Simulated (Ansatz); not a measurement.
SiC under load (space group I-4m2), r2SCAN with spin-orbit coupling, rigid bands (Ansatz, a quantum-chemistry and plane-wave program). Condition of this run: biaxial stress xx = yy = 2 GPa (compression positive) (the target of the relaxation). Band gap 1.67 eV, N_c = 9.98e18 cm⁻³ and N_v = 8.37e19 cm⁻³ at 300 K, conductivity masses along y (a = (0.00, 2.17, 2.18) Å; b = (2.17, 0.00, 2.18) Å; c = (2.17, 2.17, 0.00) Å) of 0.335 mₑ (electrons) and 0.648 mₑ (holes). Take k_BT = 0.02585 eV.

**Question.** Find the intrinsic carrier density and the intrinsic Fermi level.

**Answer.** n_i = √(N_c N_v) exp(−E_g/2k_BT) = 2.89e19 × exp(−32.30) = 2.7e5 cm⁻³. The level lies (k_BT/2) ln(N_v/N_c) = 27 meV from mid-gap (positive towards the conduction band). Each 0.1 eV added to the gap lowers n_i by a factor of 6.9.

**Question.** What built-in voltage has an abrupt junction with N_A = 1e17 and N_D = 1e18 cm⁻³, all dopants ionised?

**Answer.** V_bi = E_g/e − (k_BT/e) ln(N_c N_v/(N_A N_D)) = 1.67 − 0.02585 × 9.03 = 1.44 V, for the computed gap.

**Question.** What thermal injection velocity √(2k_BT/πm) limits a ballistic channel along the direction named?

**Answer.** 9.30e6 cm/s for electrons and 6.68e6 cm/s for holes, a ratio of √(m_h/m_e) = 1.39, for dilute carriers.

Rigid bands with the computed gap; masses take one relaxation time for all states.
